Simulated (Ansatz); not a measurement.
Mg under a change: uniaxial strain ε_zz = −2.00 %

Take Mg in the hcp (Mg type) structure (space group P6_3/mmc, No. 194; a = 3.195 Å, c = 5.197 Å; relaxed with 0.1 eV smearing) as the base. Axes: x lies along a and z along c of the hexagonal cell.

One thing is altered: uniaxial strain ε_zz = −2.00 %, all other strain components held at zero, atoms relaxed at fixed cell.

All numbers come from Ansatz (an electronic-structure program) PBE, no spin-orbit coupling. k-mesh 21×21×11 (Γ-centred); smearing 0.1 eV (Fermi–Dirac).

```json
[
 {"quantity": "volume per atom", "base": "22.97 Å³", "changed": "22.51 Å³", "shift": "-0.46 Å³"},
 {"quantity": "shortest interatomic distance", "base": "3.187 Å", "changed": "3.144 Å", "shift": "-0.0422 Å"},
 {"quantity": "energy relative to the base (free energy F)", "base": "0 meV/atom", "changed": "+2.0 meV/atom", "shift": "+2.0 meV/atom"},
 {"quantity": "pressure (mean of the normal stresses, compression positive)", "base": "0.0 GPa", "changed": "0.8 GPa", "shift": "+0.8 GPa"},
 {"quantity": "band gap", "base": "zero", "changed": "zero", "shift": "–"},
 {"quantity": "stress (xx, yy, zz, yz, xz, xy; compression positive)", "base": "–", "changed": "(0.4, 0.4, 1.4, 0.0, 0.0, 0.0) GPa", "shift": "–"}
]
```

Final structure:

```xyz
2
Lattice="3.1952 0.0000 0.0000 -1.5976 2.7671 0.0000 0.0000 0.0000 5.0927" Properties=species:S:1:pos:R:3 pbc="T T T"
Mg     1.5976     0.9224     3.8195
Mg     0.0000     1.8448     1.2732
```

Whether these cells are dynamically stable was not tested.
